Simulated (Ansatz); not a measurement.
## TiO2: response to strain

Consider TiO$_{2}$ in the anatase structure (space group I4_1/amd, No. 141).

```
TiO2
1.0
   -1.86967     1.86967     4.72754
    1.86967    -1.86967     4.72754
    1.86967     1.86967    -4.72754
Ti O
2 4
Cartesian
  0.00000   1.86967   2.36377
  0.00000   0.00000   0.00000
  0.00000   1.86967   0.39726
  0.00000   0.00000   7.48857
  0.00000   0.00000   1.96651
  0.00000   1.86967   4.33028
```

Cartesian axes are those of the cell as printed.

Strains are applied to the cell and any free atomic positions relax.

All numbers come from LDA (Ansatz, a program for electronic structure), no spin-orbit coupling.

Notes on the quantities. energy relative to the base: free energy F.

| change | band gap | shortest interatomic distance | largest internal atomic displacement | energy relative to the base | smallest direct gap |
|---|---|---|---|---|---|
| base | 2.08 eV | 1.911 Å | – | 0 meV/atom | 2.44 eV |
| uniaxial strain ε_xx = −3.00 % | 2.20 eV | 1.865 Å | 0.031 Å | +13 meV/atom | 2.53 eV |
| uniaxial strain ε_xx = −2.40 % | 2.17 eV | (withheld) | 0.025 Å | (withheld) | 2.51 eV |
| uniaxial strain ε_xx = −1.80 % | 2.15 eV | 1.883 Å | 0.018 Å | +4.5 meV/atom | 2.49 eV |
| uniaxial strain ε_xx = −1.20 % | 2.13 eV | 1.892 Å | 0.012 Å | +2.0 meV/atom | 2.48 eV |
| uniaxial strain ε_xx = −0.60 % | 2.11 eV | 1.902 Å | – | +0.5 meV/atom | 2.46 eV |

Task: Some entries are withheld; estimate them.

Result: 
- uniaxial strain ε_xx = −2.40 %, shortest interatomic distance: 1.874 Å
- uniaxial strain ε_xx = −2.40 %, energy relative to the base: +8.2 meV/atom

Whether these cells are dynamically stable was not tested. All final runs are without spin polarisation.
